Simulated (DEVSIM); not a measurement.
System: GaAs n-i-p diode, at 300 K.

| layer (left to right) | material | thickness (μm) | Nd (cm⁻³) | Na (cm⁻³) | τn (s) | τp (s) |
|---|---|---|---|---|---|---|
| 1 | GaAs | 0.620 | 1.9e17 | - | 6.2e-8 | 6.2e-8 |
| 2 | GaAs | 1.60 | - | 1.3e13 | 6.2e-8 | 6.2e-8 |
| 3 | GaAs | 5.00 | - | 3.1e17 | 6.2e-8 | 6.2e-8 |

Left contact: ohmic. Right contact: ohmic. Voltage is applied to the left contact. Recombination: SRH at mid-gap, Auger. Mobility is μmin + (μ − μmin)/(1 + (N/Nref)^α).

The device is made up for the run: typed textbook-type constants, with dimensions and the other settings drawn at random. Values at 300 K; Nc and Nv go as T^1.5, mobilities as T to minus their exponent, the gap by Varshni's rule with the affinity fixed.

| parameter | GaAs |
|---|---|
| gap (eV) | 1.424 |
| affinity (eV) | 4.07 |
| permittivity | 12.9 |
| Nc (cm⁻³) | 4.7e17 |
| Nv (cm⁻³) | 9e18 |
| μn (cm²/Vs) | 8500 |
| μp (cm²/Vs) | 400 |
| μn,min | 500 |
| μp,min | 20 |
| Nref,n | 6e16 |
| Nref,p | 1.5e17 |
| αn | 0.39 |
| αp | 0.38 |
| T exponent of μn | 2.1 |
| T exponent of μp | 2.2 |
| Cn (cm⁶/s) | 1e-30 |
| Cp (cm⁶/s) | 1e-30 |
| Varshni α (eV/K) | 0.000541 |
| Varshni β (K) | 204 |

Model (solved in DEVSIM): 1D drift-diffusion, Boltzmann statistics, complete ionisation; no tunnelling, impact ionisation, image-force lowering or self-heating.

Base results: potential step across the device at zero bias (V) 1.314; dark forward voltage at 1 A/cm² (V) 1.064; dark forward voltage at 100 A/cm² (V) 1.199.

**Question.** What follows from this one change: minority lifetime in layer 2 6.2e-08 → 1.9e-09 s?

**Answer.** potential step across the device at zero bias little changed (1.314 V); dark forward voltage at 1 A/cm² 1.064 → 1.051 V; dark forward voltage at 100 A/cm² little changed (1.197 V).

**Question.** What follows from this one change: thickness of layer 2 1.6 → 2.7 μm?

**Answer.** potential step across the device at zero bias little changed (1.314 V); dark forward voltage at 1 A/cm² 1.064 → 1.056 V; dark forward voltage at 100 A/cm² little changed (1.199 V).

**Question.** What follows from this one change: temperature 300 → 500 K?

**Answer.** potential step across the device at zero bias 1.314 → 1.078 V; dark forward voltage at 1 A/cm² 1.064 → 0.678 V; dark forward voltage at 100 A/cm² 1.199 → 0.907 V.

**Question.** What follows from this one change: constant mobility in place of the doping-dependent one?

**Answer.** potential step across the device at zero bias little changed (1.314 V); dark forward voltage at 1 A/cm² 1.064 → 1.048 V; dark forward voltage at 100 A/cm² 1.199 → 1.177 V.
